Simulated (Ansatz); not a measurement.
Band-edge transport in semiconductors and insulators: CdTe (F-43m) under several functionals (Ansatz, an electronic-structure program, without spin-orbit coupling). The PBE cell:

CdTe is taken in the cubic space group F-43m (No. 216), the zinc blende structure, Pearson symbol cF8. Lattice parameters: a = 6.618 Å, b = 6.618 Å, c = 6.618 Å, α = 90.00°, β = 90.00°, γ = 90.00°. Cd on 4a is coordinated by 4 Te at 2.866 Å (tetrahedral). Te on 4d sees 4 Cd at 2.866 Å (tetrahedral). (Neighbours: up to the widest gap in distance over summed covalent radii, below 1.35, at either atom; cation-cation and far metal-metal contacts left out.)
(The calculation used a cell of 2 atoms; values per cell refer to that cell.)

```
Functional  cell relaxed with  volume (Å³/atom)  band gap  electron conductivity mass  hole conductivity mass  Seebeck coefficient, n-type 1e19 cm⁻³
----------  -----------------  ----------------  --------  --------------------------  ----------------------  -------------------------------------
PBE                       PBE             36.23   0.59 eV                    0.064 mₑ                 0.64 mₑ                               -48 μV/K
PBEsol                 PBEsol             34.16   0.65 eV                    0.066 mₑ                 0.57 mₑ                               -48 μV/K
r2SCAN                 PBEsol             34.16   1.27 eV                    0.105 mₑ                 0.58 mₑ                               -67 μV/K
```

For the band gap, PBE gives 0.59 eV and r2SCAN 1.27 eV: PBE lies 54 % below.

Masses are for dilute carriers at 300 K, harmonic means over directions unless an axis is named. Seebeck coefficients are for the stated density at 300 K, with one relaxation time for all states and whether or not that doping can be reached. Spin-orbit coupling is left out; without it the gap and masses of crystals with these elements can be far off.
